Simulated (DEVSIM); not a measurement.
Structure: abrupt Si n-p junction, at 250 K.

Layer 1 from the left is Si, thickness (μm) 7.70, Nd (cm⁻³) 1.6e16, τn (s) 0.00012, τp (s) 0.00012. Layer 2 from the left is Si, thickness (μm) 2.70, Na (cm⁻³) 1.4e15, τn (s) 0.00012, τp (s) 0.00012.

Left contact: ohmic. Right contact: ohmic. Voltage is applied to the left contact. Recombination: SRH at mid-gap, radiative. Mobility is μmin + (μ − μmin)/(1 + (N/Nref)^α).

The device is made up for the run: typed textbook-type constants, with dimensions and the other settings drawn at random. Values at 300 K; Nc and Nv go as T^1.5, mobilities as T to minus their exponent, the gap by Varshni's rule with the affinity fixed.

Si: gap (eV) 1.124, affinity (eV) 4.05, permittivity 11.7, Nc (cm⁻³) 2.86e19, Nv (cm⁻³) 3.1e19, μn (cm²/Vs) 1417, μp (cm²/Vs) 470, μn,min 52, μp,min 45, Nref,n 9.7e16, Nref,p 2.2e17, αn 0.68, αp 0.72, T exponent of μn 2.3, T exponent of μp 2.2, B (cm³/s) 4.7e-15, Varshni α (eV/K) 0.000473, Varshni β (K) 636.

Question: Estimate by hand the built-in potential, the peak field at zero bias, the capacitance at 0.6 V, and compare with a numerical solution.

Answer: 
- Built-in potential: ni = √(Nc Nv) exp(−Eg/2kT) = 8.01e7 cm⁻³ with Eg = 1.136 eV; Vbi = kT/q ln(Na Nd/ni²) = 0.771 V; numerical 0.771 V.
- Peak field at zero bias: depletion approximation: W = √(2εVbi/(qN)) = 0.880 μm with N = 1.29e15 cm⁻³; field = 2Vbi/W = 17500 V/cm; numerical 17100 V/cm (estimate above by 2.5 %).
- Capacitance at 0.6 V: C = √(qεN / 2(Vbi + |V|)) = 8.83 nF/cm²; numerical 8.97 nF/cm² (estimate below by 1.6 %).

DEVSIM, 1D drift-diffusion, Boltzmann statistics, complete ionisation; no tunnelling, impact ionisation, image-force lowering or self-heating.
